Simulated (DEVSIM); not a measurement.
**abrupt Si p-n junction**

Device: abrupt Si p-n junction, at 300 K.

| layer (left to right) | material | thickness (μm) | Nd (cm⁻³) | Na (cm⁻³) | τn (s) | τp (s) |
|---|---|---|---|---|---|---|
| 1 | Si | 0.170 | - | 5e17 | 1.8e-6 | 1.8e-6 |
| 2 | Si | 160 | 2.9e14 | - | 1.8e-6 | 1.8e-6 |

Left contact: ohmic. Right contact: ohmic. Voltage is applied to the left contact. Recombination: SRH at mid-gap, Auger. Mobility is μmin + (μ − μmin)/(1 + (N/Nref)^α).

The device is made up for the run: typed textbook-type constants, with dimensions and the other settings drawn at random. Values at 300 K.

```csv
parameter,Si
gap (eV),1.124
affinity (eV),4.05
permittivity,11.7
Nc (cm⁻³),2.86e19
Nv (cm⁻³),3.1e19
μn (cm²/Vs),1417
μp (cm²/Vs),470
"μn,min",52
"μp,min",45
"Nref,n",9.7e16
"Nref,p",2.2e17
αn,0.68
αp,0.72
Cn (cm⁶/s),2.8e-31
Cp (cm⁶/s),9.9e-32
```

Model (solved in DEVSIM): 1D drift-diffusion, Boltzmann statistics, complete ionisation; no tunnelling, impact ionisation, image-force lowering or self-heating.

The potential step across the device at zero bias comes out as 0.720 V and the largest field in the device at zero bias is 39000 V/cm. The dark forward voltage at 1 A/cm² is 0.683 V.

Dark forward current:

(V (V), J (A/cm²)): (0.05, 1.8e-8); (0.10, 6.9e-8); (0.15, 2.5e-7); (0.20, 9.8e-7); (0.30, 2.6e-5); (0.35, 0.00016); (0.40, 0.0010); (0.45, 0.0065); (0.50, 0.033); (0.55, 0.11); (0.60, 0.30); (0.70, 1.2); (0.75, 2.1); (0.80, 3.3); (0.85, 4.9); (0.90, 6.8); (0.95, 9.1); (1.05, 15); (1.10, 18); (1.15, 22); (1.20, 26); (1.25, 30); (1.30, 35); (1.35, 41); (1.45, 52); (1.50, 58); (1.55, 65); (1.60, 72)

Small-signal capacitance in reverse bias (quasi-static):

```csv
V (V),C (nF/cm²)
-0.4,4.96
-1,3.89
-2,3.04
-3,2.58
-4,2.28
-6,1.91
-8,1.67
-10,1.50
-13,1.33
-16,1.20
-20,1.08
```
